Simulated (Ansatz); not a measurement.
Zinc-blende RbCl (model structure), treated with LDA in Ansatz (PAW).

Numerical settings: plane-wave cutoff 500 eV, 8×8×8 k mesh, gaussian smearing 0.02 eV, scalar-relativistic PAW data made under PBE.

Cell (relaxed at this level):

```yaml
crystal:
  lattice:
    - [0.00000, 3.55676, 3.55676]
    - [3.55676, 0.00000, 3.55676]
    - [3.55676, 3.55676, 0.00000]
  atoms:
    - { symbol: Rb, position: [0.00000, 0.00000, 0.00000] }
    - { symbol: Cl, position: [0.25000, 0.25000, 0.25000] }
```

### Question
What does this level give for the band gap?

### Answer

* **band gap**: 4.33 eV (on the SCF k mesh)

Note: the relaxation could raise the start's symmetry but not lower it, so the cell can be a saddle point.

Spin–orbit coupling is not included.

Computed values are for the static lattice.

The result took roughly 22 core-seconds.

A model structure was made by putting elements into a prototype or built by hand; it is no filed structure, need not be a known phase, and can be a saddle point held by its symmetry.

Ansatz is a first-principles code.
